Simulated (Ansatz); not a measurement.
In a (10,0) carbon nanotube, the lowest empty band has its minimum at Γ and lies 0.091 eV higher 0.0460 Å⁻¹ away along the axis.

Calculation: PBE (plane waves to 420 eV, PAW; Ansatz, a program for electronic structure). Mesh 1×1×18. No spin polarisation. Periodic along z alone, with about 11 Å of vacuum beside it. An idealised model, rolled from the flat sheet. Only distortions within the start's symmetry and period were free.

Estimate the electron mass along the axis.

For a parabola ΔE = ħ²Δk²/2m, and ħ²/2mₑ = 3.810 eV Å². So m/mₑ = 3.810 × 0.0460²/0.091 = 0.089. The curvature over a step a third as long gives 0.081; the difference is the band's departure from a parabola.
